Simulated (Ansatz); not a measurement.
**Lattice parameter c of HfGe (model structure, started from the NiAs type, P6₃/mmc, No. 194, 4 atoms in the cell) at several levels of theory**

No measured value is used here.

| level (code) | value (Å) |
|---|---|
| PBE (Ansatz) | ___ |
| PBEsol (Ansatz) | 6.614 |
| PBE-D3(BJ) (Ansatz) | 6.634 |

Question: Complete the blanks.

Answer: 
- PBE (Ansatz, an electronic-structure program), value (Å): 6.665

Density-functional levels without +SOC have no spin–orbit coupling. Ansatz's density-functional and Hartree–Fock values are scalar-relativistic unless marked +SOC, with PAW data made under PBE.

A model structure was made by putting elements into a prototype or built by hand; it is no filed structure, need not be a known phase, and can be a saddle point held by its symmetry.
